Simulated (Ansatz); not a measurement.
# A computed series for Rh: pressure series

Consider Rh in the fcc (Cu type) structure (space group Fm-3m, No. 225).

```xyz
1
Lattice="0.0000 1.9151 1.9151 1.9151 0.0000 1.9151 1.9151 1.9151 0.0000" Properties=species:S:1:pos:R:3 pbc="T T T"
Rh     0.0000     0.0000     0.0000
```

Cell and atoms are relaxed at each pressure.

The values are results of PBE/PAW in Ansatz (an electronic-structure program), scalar-relativistic without spin-orbit coupling, earlier PAW set, not measurements.

Notes on the quantities. enthalpy: H = E + PV relative to the base's energy.

```csv
change,density,shortest interatomic distance,enthalpy
base,12.16 g/cm³,2.708 Å,–
pressure −2 GPa,12.07 g/cm³,2.716 Å,-0.18 eV/atom
pressure −1 GPa,12.12 g/cm³,2.712 Å,-0.09 eV/atom
pressure 0.9 GPa,12.21 g/cm³,2.705 Å,+0.08 eV/atom
pressure 2.1 GPa,12.26 g/cm³,2.701 Å,+0.18 eV/atom
pressure 4.5 GPa,12.37 g/cm³,2.693 Å,+0.39 eV/atom
pressure 9 GPa,12.56 g/cm³,2.679 Å,+0.78 eV/atom
pressure 15 GPa,12.80 g/cm³,2.663 Å,+1.28 eV/atom
pressure 22.5 GPa,13.08 g/cm³,2.644 Å,+1.90 eV/atom
pressure 30 GPa,13.34 g/cm³,2.627 Å,+2.50 eV/atom
```

Load acts through the strain it causes; cell and atoms are relaxed under it. No phonon test of stability was made. No other phases were tried under pressure. All final runs are without spin polarisation.
